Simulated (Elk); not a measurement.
## A self-consistent single point of Pt3Ti (Pm-3m, 4 atoms in the cell) with Elk

Method of the run: PBE, all-electron FP-LAPW, Elk's shipped species files, APW+lo basis with extra local orbitals in Elk.

Input:

```
tasks
  0

xctype
  20

tforce
  .true.

rgkmax
  8.0

gmaxvr
  18.0

lmaxapw
  10

lmaxo
  8

nxlo
  2

lorbcnd
  .true.

lradstp
  2

nrmtscf
  2.0

lmaxi
  4

stype
  3

swidth
  0.00367493

scale
  1.889726125

avec
    3.9200000000    0.0000000000    0.0000000000
    0.0000000000    3.9200000000    0.0000000000
    0.0000000000    0.0000000000    3.9200000000

atoms
  2   : nspecies
  'Ti.in'   : spfname
  1   : natoms; atposl, bfcmt below
  0.0000000000  0.0000000000  0.0000000000    0.0 0.0 0.0
  'Pt.in'   : spfname
  3   : natoms; atposl, bfcmt below
  0.0000000000  0.5000000000  0.5000000000    0.0 0.0 0.0
  0.5000000000  0.0000000000  0.5000000000    0.0 0.0 0.0
  0.5000000000  0.5000000000  0.0000000000    0.0 0.0 0.0

ngridk
  6 6 6
```

Log, with long lists cut:

```
│ Elk code version 10.2.4 │

All units are atomic (Hartree, Bohr, etc.)

│ Ground-state run starting from atomic densities │

Lattice vectors :
   7.407726410       0.000000000       0.000000000
   0.000000000       7.407726410       0.000000000
   0.000000000       0.000000000       7.407726410

Unit cell volume      :    406.4946204
Brillouin zone volume :   0.6102177028

Muffin-tin inner radius fraction :   0.1000000000E-01

Nuclei treated as point charges

Species :    1 (Ti)
 parameters loaded from : Ti.in
 name : titanium
 nuclear charge    :   -22.00000000
 electronic charge :    22.00000000
 atomic mass :    87256.20310
 muffin-tin radius :    2.400000000
 number of radial points in muffin-tin :    999
 atomic positions (lattice), magnetic fields (Cartesian) :
   1 :   0.00000000  0.00000000  0.00000000    0.00000000  0.00000000  0.00000000

Species :    2 (Pt)
 parameters loaded from : Pt.in
 name : platinum
 nuclear charge    :   -78.00000000
 electronic charge :    78.00000000
 atomic mass :    355605.4398
 muffin-tin radius :    2.594026789
 number of radial points in muffin-tin :   1399
 atomic positions (lattice), magnetic fields (Cartesian) :
   1 :   0.00000000  0.50000000  0.50000000    0.00000000  0.00000000  0.00000000
   2 :   0.50000000  0.00000000  0.50000000    0.00000000  0.00000000  0.00000000
   3 :   0.50000000  0.50000000  0.00000000    0.00000000  0.00000000  0.00000000

Total number of atoms per unit cell :    4

Spin treatment :
 spin-unpolarised

Number of Bravais lattice symmetries :   48
Number of crystal symmetries         :   48
Crystal has inversion symmetry
Real symmetric eigensolver will be used

k-point grid :      6     6     6
k-point offset :    0.000000000       0.000000000       0.000000000
k-point set is reduced with full crystal symmetry group
Total number of k-points :       20

Muffin-tin radius times maximum |G+k| :    8.000000000
 using average radius
   [... lines left out ...]
 potential will be trimmed for |G| > 2 gkmax
Constant for pseudocharge density :   12
Radial integration step length :    2

G-vector grid sizes :     45    45    45
Number of G-vectors :    40099

Maximum angular momentum used for
 APW functions                      :   10
 outer part of muffin-tin           :    8
 inner part of muffin-tin           :    4

Total nuclear charge    :   -256.0000000
Total core charge       :    154.0000000
Total valence charge    :    102.0000000
Total excess charge     :    0.000000000
Total electronic charge :    256.0000000

Effective Wigner radius, rₛ :   0.7237280568

Number of empty states         :   16
Total number of valence states :   67
Total number of core states    :  154

Conduction state local-orbitals added automatically
Total number of local-orbitals :  506

Exchange-correlation functional :     20     0     0
 Perdew-Burke-Ernzerhof, Phys. Rev. Lett. 77, 3865 (1996)
 gradient requirement :    1
 generalised gradient approximation (GGA)

Smearing type :    3
 Fermi-Dirac
Smearing width :   0.3674930000E-02
Effective electronic temperature (K) :    1160.451112

Mixing type :    3
 Broyden mixing, J. Phys. A: Math. Gen. 17, L317 (1984)

Kohn-Sham potential initialised from atomic data
│ Self-consistent loop started │
│ Loop number : 1 │
 total energy                :     -56147.1810393
│ Loop number : 2 │
 total energy                :     -56153.6654753
RMS change in Kohn-Sham potential (target) :   0.2887958813     (  0.1000000000E-05)
Absolute change in total energy (target)   :    6.484435956     (  0.1000000000E-03)
│ Loop number : 3 │
 total energy                :     -56151.5371134
RMS change in Kohn-Sham potential (target) :   0.3093790451     (  0.1000000000E-05)
Absolute change in total energy (target)   :   0.5072529346     (  0.1000000000E-03)
│ Loop number : 4 │
 total energy                :     -56158.9839530
RMS change in Kohn-Sham potential (target) :   0.2694895824     (  0.1000000000E-05)
Absolute change in total energy (target)   :    7.320026366     (  0.1000000000E-03)
│ Loop number : 5 │
 total energy                :     -56164.1291741
RMS change in Kohn-Sham potential (target) :   0.2320484531     (  0.1000000000E-05)
Absolute change in total energy (target)   :    6.975227758     (  0.1000000000E-03)
   [... lines left out ...]
Absolute change in total energy (target)   :   0.5823378131E-02 (  0.1000000000E-03)
│ Loop number : 16 │
 total energy                :     -56194.2167275
RMS change in Kohn-Sham potential (target) :   0.8639927426E-06 (  0.1000000000E-05)
Absolute change in total energy (target)   :   0.1073619867E-02 (  0.1000000000E-03)
│ Loop number : 17 │
 total energy                :     -56194.2166787
RMS change in Kohn-Sham potential (target) :   0.7161694517E-06 (  0.1000000000E-05)
Absolute change in total energy (target)   :   0.3172168654E-03 (  0.1000000000E-03)
│ Loop number : 18 │
 total energy                :     -56194.2166106
RMS change in Kohn-Sham potential (target) :   0.2369596877E-06 (  0.1000000000E-05)
Absolute change in total energy (target)   :   0.1474323581E-03 (  0.1000000000E-03)
│ Loop number : 19 │
 total energy                :     -56194.2165876
RMS change in Kohn-Sham potential (target) :   0.1223819205E-06 (  0.1000000000E-05)
Absolute change in total energy (target)   :   0.5990936916E-04 (  0.1000000000E-03)
Convergence targets achieved

│ Loop number : 20 │

Energies :
 Fermi                       :     0.446068841635
 sum of eigenvalues          :     -34478.2162000
 electron kinetic            :      64191.6231339
 core electron kinetic       :      61651.4085024
 Coulomb                     :     -119271.526321
 Coulomb potential           :     -97212.2292313
 nuclear-nuclear             :     -4231.41999135
 electron-nuclear            :     -132867.983429
 Hartree                     :      17827.8770988
 Madelung                    :     -70665.4117058
 xc potential                :     -1457.61010255
 exchange                    :     -1098.94787936
 correlation                 :     -15.3631974715
 electron entropic           :    -0.230005677787E-02
 total energy                :     -56194.2165645

Density of states at Fermi energy :    44.37785193
 (states/Hartree/unit cell)

Estimated indirect band gap :   0.3088987273E-02
 from k-point      2 to k-point      2
Estimated direct band gap   :   0.3088987273E-02
 at k-point      2

Charges :
 core                        :    154.0000000
 valence                     :    102.0000000
 interstitial                :    4.769370253
 muffin-tins (core leakage)
  species :    1 (Ti)
   atom    1                 :    20.32464057     (  0.5963336491E-09)
  species :    2 (Pt)
   atom    1                 :    76.96866306     (  0.4677650303E-03)
   atom    2                 :    76.96866306     (  0.4677650303E-03)
   atom    3                 :    76.96866306     (  0.4677650303E-03)
 total in muffin-tins        :    251.2306297
 total calculated charge     :    255.9983014
 total charge                :    256.0000000
 error                       :   0.1698584455E-02

│ Self-consistent loop stopped │

Forces :
 species :    1 (Ti)
  atom :    1
   Hellmann-Feynman          :     0.00000000    0.00000000    0.00000000
   IBS                       :    -0.00000000    0.00000000    0.00000000
   total force               :    -0.00000000    0.00000000    0.00000000
   total magnitude           :     0.00000000
 species :    2 (Pt)
  atom :    1
   Hellmann-Feynman          :     0.00000000    0.00000000    0.00000000
   IBS                       :    -0.00000000   -0.00000000    0.00000000
   total force               :     0.00000000    0.00000000    0.00000000
   total magnitude           :     0.00000000
  atom :    2
   Hellmann-Feynman          :    -0.00000000    0.00000000    0.00000000
   IBS                       :     0.00000000    0.00000000    0.00000000
   total force               :    -0.00000000    0.00000000    0.00000000
   total magnitude           :     0.00000000
  atom :    3
   Hellmann-Feynman          :     0.00000000    0.00000000    0.00000000
   IBS                       :    -0.00000000   -0.00000000    0.00000000
   total force               :    -0.00000000   -0.00000000    0.00000000
   total magnitude           :     0.00000000
```

The run converged in 20 iterations. The count includes the last loop, which Elk runs after its targets are met.

The starting cell has typed, rounded lattice constants, without a prior relaxation at this level. Spin-orbit coupling is off. Spin polarisation is off. Values depend on the basis (sphere radii, cutoffs, local orbitals), which need not be converged. The log's line on a gap gives a spacing of levels on this mesh, which the program prints for metals too.
